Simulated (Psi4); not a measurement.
Psi4 1.11, B3LYP/def2-svp: La(Cl)3 ([Cl][La]([Cl])[Cl]), 4 atoms. The geometry is a generated start, not checked to be a minimum at this level.

```json
{
 "task": "energy",
 "method": "b3lyp",
 "basis": "def2-svp",
 "memory": "3 GB",
 "maxiter": "100",
 "keys_of_the_molecule_block": "symmetry c1",
 "scf_type": "df (default)",
 "e_convergence": "1e-06 (default)",
 "d_convergence": "1e-06 (default)",
 "dft_radial_points": "75 (default)",
 "dft_spherical_points": "302 (default)",
 "effective_core_potentials": "those of the basis set, past Kr",
 "basis_functions": "86",
 "grid_points": "87535"
}
```

```xyz
4

La     0.2973    -0.3085    -0.9745
Cl    -1.8462    -0.9525     0.1258
Cl    -0.0133     2.0634    -0.2700
Cl     1.5623    -0.8024     1.1186
```

Charge 0 and multiplicity 1 are set for this test and not shown to be the ground state.

With the defaults (diis = true, scf_initial_accelerator = adiis, damping_percentage = 0, guess = auto, which took SAD, diis_max_vecs = 10, level_shift = 0, level_shift_cutoff = 0.01, soscf = false, soscf_start_convergence = 0.01) it converges in 8 SCF iterations. One run each on 2 threads, with these changes:
- guess = modhuckel
- diis_max_vecs = 20
- soscf = true, soscf_start_convergence = 0.1
- guess = huckel
- level_shift = 0.1, level_shift_cutoff = 0.001
- diis_max_vecs = 3
- diis = false, scf_initial_accelerator = none, damping_percentage = 60
- guess = sapgau
- guess = gwh

Problem. Which runs fail or end elsewhere than the default run?

Solution. No convergence: diis = false, scf_initial_accelerator = none, damping_percentage = 60 (the run ends without SCF convergence in 100 iterations). The rest reach the solution of the defaults.

| setting | SCF iterations | JK calls | end |
|---|---|---|---|
| soscf = true, soscf_start_convergence = 0.1 | 6 | 22 | same solution |
| the defaults | 8 | 9 | same solution |
| diis_max_vecs = 20 | 8 | 9 | same solution |
| level_shift = 0.1, level_shift_cutoff = 0.001 | 8 | 9 | same solution |
| guess = modhuckel | 10 | 26 | same solution |
| guess = huckel | 10 | 26 | same solution |
| guess = gwh | 11 | 11 | same solution |
| diis_max_vecs = 3 | 12 | 13 | same solution |
| guess = sapgau | 13 | 13 | same solution |
| diis = false, scf_initial_accelerator = none, damping_percentage = 60 | 100 | 101 | no convergence |

An SOSCF iteration holds several JK calls; a Hückel guess adds calls on atoms.
